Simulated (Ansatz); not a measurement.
For BaO₂ (I4/mmm, No. 139), LDA in Ansatz (PAW) gives:

```
Item                   Value
-------------------  -------
lattice constant a   3.734 Å
lattice parameter c  6.641 Å
```

Problem. What does HSE06 (Ansatz, a quantum-chemistry and plane-wave program, plane waves, PAW) give for the same quantities?

Solution. 
- lattice constant a: 3.805 Å (grows by 1.9 %)
- lattice parameter c: 6.861 Å (increases by 3.3 %)

Changes are worked out from the printed values.

Unless a cell is named, each level is at its own relaxed cell (LDA 15.43, HSE06 16.55 Å³/atom).

Ansatz's density-functional and Hartree–Fock values are scalar-relativistic unless marked +SOC, with PAW data made under PBE.
